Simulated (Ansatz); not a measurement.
Ansatz (a program for electronic structure) run on TiZn (P4mm, 2 atoms in the cell): self-consistent single point.

Computed with PBEsol, harder PAW files (source: ansatz) made with PBE (plane waves; Ansatz).

```
TiZn
1.0
    3.13312     0.00000     0.00000
    0.00000     3.13312     0.00000
    0.00000     0.00000     3.13312
Ti Zn
1 1
Direct
  0.50000   0.50000   0.51596
  0.00000   0.00000   0.00000
```

Reference input (self-consistent single point, DFT, PBEsol, plane waves, default PAW files made with PBE): basis.ecutwfc = 420 eV; kpoints.mp_grid.grid = 11 11 11; hamiltonian.xc = pbesol; hamiltonian.pseudopotentials = {kind: paw} (the program's default PAW files); scf.occupations.method = gaussian; scf.occupations.width = 0.1 eV. This run's input differs from it in these lines:

Ansatz 0.2 input:
```diff
@@ -9,3 +9,3 @@
 basis:
-  ecutwfc: 420.0
+  ecutwfc: 520.0
 kpoints:
@@ -14,3 +14,3 @@
   xc: pbesol
-  pseudopotentials: { kind: paw }
+  pseudopotentials: { kind: paw, source: ansatz }
 scf:
```

Output (repeated stretches shortened):

```
SCF iter   1: F=—  HF=-9920.976018 eV  |F-HF|=—  |Δ(HF+E_count)|=         —  Δρ=1.34e-1  dr2=5.44e0  ethr=3.10e-3  ⟨swp⟩=3.8  Hψ=9356  notcnv=0
all-band conjugate gradients solve this SCF's bands
preconditioner: auto → none
SCF iter   2: F=—  HF=-9919.841715 eV  |F-HF|=—  |Δ(HF+E_count)|=    1.13e0  Δρ=9.34e-2  dr2=1.81e0  ethr=3.10e-3  ⟨swp⟩=3.0  Hψ=6539  notcnv=0
   [... lines left out ...]
SCF iter   7: F=—  HF=-9919.336747 eV  |F-HF|=—  |Δ(HF+E_count)|=   1.76e-4  Δρ=5.32e-4  dr2=1.17e-4  ethr=2.81e-6  ⟨swp⟩=2.0  Hψ=2734  notcnv=0
SCF iter   8: F=—  HF=-9919.336721 eV  |F-HF|=—  |Δ(HF+E_count)|=   2.59e-5  Δρ=1.22e-4  dr2=5.82e-6  ethr=3.66e-7  ⟨swp⟩=2.0  Hψ=2787  notcnv=0
SCF iter   9: F=—  HF=-9919.336720 eV  |F-HF|=—  |Δ(HF+E_count)|=   1.74e-6  Δρ=9.53e-6  dr2=2.97e-8  ethr=3.13e-10  ⟨swp⟩=3.2  Hψ=10384  notcnv=0
SCF iter  10: F=-9919.336720 eV  HF=-9919.336720 eV  |F-HF|=3.27e-11  |Δ(HF+E_count)|=   6.19e-9  Δρ=1.60e-6  dr2=2.12e-10  ethr=9.29e-11  ⟨swp⟩=2.0  Hψ=7335  notcnv=0
SCF 1 converged in 10 iterations: F = -9919.336720 eV  dr2 = 2.12e-10
Free energy (F): -9919.336720 eV
Internal energy: -9919.334356 eV  (E = F + TS)
E sigma→0 (E₀):  -9919.335538 eV
Entropy (-TS):   -0.002363 eV (-1.182 meV/atom)
Fermi energy:    14.114913 eV
--- Forces (eV/Å), atoms counted from 1 ---
  atom   1  Ti     0.00000000     0.00000000    -0.24413498
  atom   2  Zn    -0.00000000     0.00000000     0.24412325
--- Stress (GPa, compression-positive) ---
       -3.838754       0.000000      -0.000000
        0.000000      -3.838754       0.000000
       -0.000000       0.000000      -3.913972
  P = ⅓ Tr σ = -3.8638 GPa (-38.638 kbar)
  The stress holds the Pulay correction. Without it, at fixed plane waves, as pw.x and ABINIT print it: P = -7.9686 GPa
```

The run converged in 10 iterations. Against the reference run the pressure goes from -3.74 to -3.86 GPa and the largest force moves little (0.246 to 0.244 eV/Å).

The starting cell comes from a database of computed structures (which also holds hypothetical and non-ambient phases and stackings), without a prior relaxation at this level. Its lattice was rescaled by up to half a per cent. One atom was moved a little off its site on purpose. Spin polarisation is off. Ansatz's pressure includes its estimate of the finite-basis (Pulay) stress. Without the estimate this run gives -7.97 GPa. The cutoff lies below the one recommended for these files.
